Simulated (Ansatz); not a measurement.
System: AlB2-type ZrB2. Method: LDA (PAW; Ansatz, a program for electronic structure).

Run with plane-wave cutoff 520 eV, 24×24×18 k mesh (along the axes of the cell as run), Fermi–Dirac smearing 0.081 eV (set by the program), scalar-relativistic PAW data made under PBE.

Cell (measured lattice):

```
ZrB2
1.0
    3.16500     0.00000     0.00000
   -1.58250     2.74097     0.00000
    0.00000     0.00000     3.52000
Zr B
1 2
Direct
  0.00000   0.00000   0.00000
  0.66667   0.33333   0.50000
  0.33333   0.66667   0.50000
```

Problem. Predict the elastic constant C12, elastic constant C33, Poisson ratio, elastic constant C11, elastic constant C13, elastic constant C44 and elastic constant C66.

Solution. 
- elastic constant C12: 47.7 GPa
- elastic constant C33: 430 GPa
- Poisson ratio: 0.124
- elastic constant C11: 555 GPa
- elastic constant C13: 114 GPa
- elastic constant C44: 253 GPa
- elastic constant C66: 254 GPa

Measured, for comparison: elastic constant C12 57 GPa, elastic constant C33 441 GPa, elastic constant C11 568 GPa, elastic constant C13 121 GPa (room temperature, not corrected to a static lattice; as tabulated in Zhang et al. (2020), arXiv:1911.03307). Computed (rounded) less measured: elastic constant C12 -16 %, elastic constant C33 -2 %, elastic constant C11 -2 %, elastic constant C13 -6 %.

Note: the cell isn't this level's own, so it is under some stress, which shifts stiffness and frequencies.

Elastic constants are with the ions relaxed.

The computed numbers hold no vibrational or temperature effects.
